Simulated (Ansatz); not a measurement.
The starting structures come from a database of crystals and need not be the phases stable at ambient conditions.

Given:

```
KH2I3O
1.0
    4.69074     0.00000     0.00000
   -0.35829     8.76035     0.00000
    0.00000     0.00000    10.17998
K H I O
2 4 6 2
Direct
  0.59466   0.62110   0.76361
  0.09466   0.12110   0.23639
  0.11608   0.87394   0.79627
  0.61608   0.37394   0.20373
  0.12358   0.83762   0.64650
  0.62358   0.33762   0.35350
  0.57158   0.90540   0.45467
  0.07158   0.40540   0.54533
  0.33640   0.70240   0.24348
  0.83640   0.20240   0.75652
  0.11068   0.49916   0.03170
  0.61068   0.99916   0.96830
  0.10304   0.78959   0.73292
  0.60304   0.28959   0.26708
```

The cell is taken as given; by PBEsol it stands under a pressure of -1.0 GPa.

Transport runs along the normal of the first two printed cell vectors.

The gap is the functional's own. No spin-orbit coupling. Mid-gap values are those at the computed energy nearest the middle.

Question: Give the band gap and the smallest decay constant κ at mid-gap that Ansatz (a program for electronic structure) with PBEsol yields.

Answer: Gap 1.86 eV on a 6×4×4 mesh; κ = 0.210 1/Å, at the zone centre.
